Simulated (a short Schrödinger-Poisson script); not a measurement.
Symmetric double-gate stack, SiO2 on p-type Si(100)

Structure: symmetric double-gate stack, SiO2 on p-type Si(100), at 77 K.

```tsv
layer	material	thickness (nm)	Na (cm⁻³)
1	SiO2	0.9	-
2	Si	6	3e16
3	SiO2	0.9	-
```

The device is made up for the run: typed textbook-type constants, with dimensions and the other settings drawn at random. SiO2: permittivity 3.9, conduction-band edge (eV) 3.15, gap (eV) 9, electron mass (mₑ) 0.5. Si: permittivity 11.7, conduction-band edge (eV) 0, gap (eV) 1.124, Nv at 300 K (cm⁻³) 3.1e19.

Channel valleys (confinement mass, in-plane density-of-states mass, number): Δ2 0.916, 0.19, 2; Δ4 0.19, 0.417, 4. At the gates, both at one voltage, the conduction-band edge of layer 1 lies 3.72 eV − eVg above the Fermi level of the channel. Gaps are held at their typed values at every temperature. Mesh 0.03 nm at interfaces.

Solved with a short Schrödinger-Poisson script written for these runs: 1D Poisson equation in equilibrium, electrons quantum, Hartree (BenDaniel-Duke, 12 states a valley, the channel's in-plane mass for all, wave functions free to enter the dielectric), parabolic valleys, classical holes, full ionisation, no traps, pinning or gate leakage.

```csv
Vg (V),electrons (cm⁻²),C (μF/cm²),Δ2 E0 (meV),Δ2 E1 (meV),Δ4 E0 (meV),Δ4 E1 (meV)
0.55,9.27e9,0.228,31.7,63.9,63.5,192.0
0.65,1.80e12,4.09,-8.4,19.0,22.8,145.5
0.75,4.58e12,4.75,-19.8,1.8,11.2,126.7
0.85,7.65e12,5.07,-26.4,-9.4,5.3,114.5
0.95,1.09e13,5.24,-31.8,-18.5,1.2,104.8
1.05,1.42e13,5.37,-37.1,-26.7,-2.2,96.3
1.15,1.76e13,5.47,-42.5,-34.5,-5.1,88.7
1.25,2.10e13,5.55,-48.1,-41.9,-7.8,81.7
```

Gate voltages with under 1e6 electrons/cm² are left out.

Subbands count from the Fermi level. The capacitance is that of both gates.
